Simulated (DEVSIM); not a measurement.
illuminated Ge n-on-p cell, one wavelength

Device: illuminated Ge n-on-p cell, one wavelength, at 250 K.

| layer (left to right) | material | thickness (μm) | Nd (cm⁻³) | Na (cm⁻³) | τn (s) | τp (s) | absorption coefficient (cm⁻¹) |
|---|---|---|---|---|---|---|---|
| 1 | Ge | 0.270 | 2.2e18 | - | 7.8e-5 | 1.2e-5 | 7600 |
| 2 | Ge | 88.0 | - | 1.3e17 | 0.00016 | 0.00016 | 7600 |

Left contact: ohmic, minority hole recombination velocity 7e5 cm/s. Right contact: ohmic, minority electron recombination velocity 5e6 cm/s. Voltage is applied to the left contact. Recombination: SRH at mid-gap, radiative, Auger. Light enters at the left, 4.2e17 photons cm⁻² s⁻¹, one pass, no reflection. Mobility is μmin + (μ − μmin)/(1 + (N/Nref)^α).

The device is made up for the run: typed textbook-type constants, with dimensions and the other settings drawn at random. Values at 300 K; Nc and Nv go as T^1.5, mobilities as T to minus their exponent, the gap by Varshni's rule with the affinity fixed.

```tsv
parameter	Ge
gap (eV)	0.664
affinity (eV)	4
permittivity	16
Nc (cm⁻³)	1.04e19
Nv (cm⁻³)	6e18
μn (cm²/Vs)	3900
μp (cm²/Vs)	1900
μn,min	150
μp,min	100
Nref,n	2.6e17
Nref,p	4e17
αn	0.56
αp	0.6
T exponent of μn	1.66
T exponent of μp	2.33
B (cm³/s)	6.4e-14
Cn (cm⁶/s)	1e-31
Cp (cm⁶/s)	1e-31
Varshni α (eV/K)	0.000477
Varshni β (K)	235
```

Model (solved in DEVSIM): 1D drift-diffusion, Boltzmann statistics, complete ionisation; no tunnelling, impact ionisation, image-force lowering or self-heating.

Potential step across the device at zero bias: 0.579 V
Largest field in the device at zero bias: 130000 V/cm
Dark forward voltage at 1 A/cm²: 0.380 V
Dark forward voltage at 100 A/cm²: 0.493 V
Short-circuit current: 63.3 mA/cm²
Open-circuit voltage: 0.321 V
Fill factor: 0.76
Largest power: 15.5 mW/cm²
Share of generated pairs collected at short circuit: 0.941

Current under light (generator sign):

```json
[
 {"V (V)": "0.00", "J (mA/cm²)": "63.3"},
 {"V (V)": "0.02", "J (mA/cm²)": "63.3"},
 {"V (V)": "0.06", "J (mA/cm²)": "63.3"},
 {"V (V)": "0.10", "J (mA/cm²)": "63.3"},
 {"V (V)": "0.14", "J (mA/cm²)": "63.3"},
 {"V (V)": "0.18", "J (mA/cm²)": "63.2"},
 {"V (V)": "0.20", "J (mA/cm²)": "63.1"},
 {"V (V)": "0.22", "J (mA/cm²)": "62.7"},
 {"V (V)": "0.24", "J (mA/cm²)": "61.8"},
 {"V (V)": "0.26", "J (mA/cm²)": "59.5"},
 {"V (V)": "0.28", "J (mA/cm²)": "53.7"},
 {"V (V)": "0.30", "J (mA/cm²)": "39.1"},
 {"V (V)": "0.32", "J (mA/cm²)": "2.05"},
 {"V (V)": "0.34", "J (mA/cm²)": "-91.5"}
]
```

Dark forward current:

| V (V) | J (A/cm²) |
|---|---|
| -0.05 | -2.0e-7 |
| -0.10 | -2.2e-6 |
| -0.15 | -2.3e-5 |
| -0.20 | -0.00023 |
| -0.25 | -0.0024 |
| -0.30 | -0.024 |
| -0.35 | -0.25 |
| -0.40 | -2.5 |
| -0.45 | -22 |
| -0.50 | -130 |
| -0.55 | -420 |
| -0.60 | -940 |
| -0.65 | -1700 |
| -0.70 | -2800 |
